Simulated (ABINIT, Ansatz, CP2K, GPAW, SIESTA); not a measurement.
# One structure in several programs: ZrS (Fm-3m, 2 atoms in the cell)

Self-consistent single point.

```
ZrS
1.0
    0.00000     2.62351     2.62351
    2.62351     0.00000     2.62351
    2.62351     2.62351     0.00000
Zr S
1 1
Direct
  0.00000   0.00000   0.00000
  0.50000   0.50000   0.50000
```

Shared settings, as Ansatz (a program for electronic structure) writes them: kpoints.mp_grid.grid = 11 11 11; scf.occupations.method = gaussian; scf.occupations.width = 0.02 Ry. Potentials and cutoffs stand in the table.

| code | model | pressure (GPa) | cutoff |
|---|---|---|---|
| CP2K | LDA (Pade form), GPW, DZVP-MOLOPT-SR-GTH basis, GTH-PADE potentials (GTH_POTENTIALS) | -9.63 | grid 500 Ry |
| Ansatz | LDA (PW92), PAW files made with PBE | -8.64 | default |
| GPAW | LDA (Perdew-Wang 92), GPAW PAW datasets LDA (gpaw-data 1.0.1) | -9.47 | 550 eV |
| SIESTA | LDA PW92, numerical atomic orbitals DZP, PseudoDojo LDA standard norm-conserving potentials (rewritten from UPF to PSML) | -8.48 | grid 350 Ry |
| ABINIT | LDA (PW92), norm-conserving pseudopotentials (PseudoDojo nc-sr-04 LDA standard) | -8.56 | 35 Ha |

The spread over the programs that give each value: pressure within 1.15 GPa.

CP2K and SIESTA use small atom-centred bases, whose incompleteness enters pressures, forces and empty levels differently from a plane-wave cutoff. Ansatz's pressure is given at a fixed set of plane waves, as the other plane-wave codes print theirs; with its correction for the finite basis it is -8.61 GPa.

The starting cell comes from a database of computed structures (which also holds hypothetical and non-ambient phases and stackings), without a prior relaxation at this level.

Left out of this page: Elk and FLEUR (not drawn, or without a comparable value).

Keys are those of Ansatz 0.2.
